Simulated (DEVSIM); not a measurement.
Structure: Schottky contact on n-type Si, at 300 K.

| layer (left to right) | material | thickness (μm) | Nd (cm⁻³) | τn (s) | τp (s) |
|---|---|---|---|---|---|
| 1 | Si | 3.70 | 3.9e16 | 2.1e-6 | 2.1e-6 |

Left contact: Schottky, work function 4.86 eV, emission velocity 8.1e6 cm/s. Right contact: ohmic. Voltage is applied to the left contact. Recombination: SRH at mid-gap, radiative, Auger. Mobility is μmin + (μ − μmin)/(1 + (N/Nref)^α).

Constants are typed, rounded textbook-type inputs, not results; the design itself was drawn at random and stands for no fabricated device. Values at 300 K; Nc and Nv go as T^1.5, mobilities as T to minus their exponent, the gap by Varshni's rule with the affinity fixed.

```tsv
parameter	Si
gap (eV)	1.124
affinity (eV)	4.05
permittivity	11.7
Nc (cm⁻³)	2.86e19
Nv (cm⁻³)	3.1e19
μn (cm²/Vs)	1417
μp (cm²/Vs)	470
μn,min	52
μp,min	45
Nref,n	9.7e16
Nref,p	2.2e17
αn	0.68
αp	0.72
T exponent of μn	2.3
T exponent of μp	2.2
B (cm³/s)	4.7e-15
Cn (cm⁶/s)	2.8e-31
Cp (cm⁶/s)	9.9e-32
Varshni α (eV/K)	0.000473
Varshni β (K)	636
```

DEVSIM, 1D drift-diffusion, Boltzmann statistics, complete ionisation; no tunnelling, impact ionisation, image-force lowering or self-heating. Metal contacts follow the ideal Schottky-Mott rule: no Fermi-level pinning, no interface dipoles.

The temperature was swept, all else fixed.

```tsv
temperature (K)	dark forward voltage at 1 A/cm² (V)	potential step across the device at zero bias (V)	dark forward voltage at 100 A/cm² (V)
250	0.443	0.674	0.548
300	0.364	0.639	0.491
350	0.283	0.604	0.435
400	0.203	0.568	0.378
450	___	0.531	___
500	0.055	0.493	0.262
```

Task: What belongs in the gaps?

Result: 
- 450, dark forward voltage at 1 A/cm² (V): 0.124
- 450, dark forward voltage at 100 A/cm² (V): 0.321
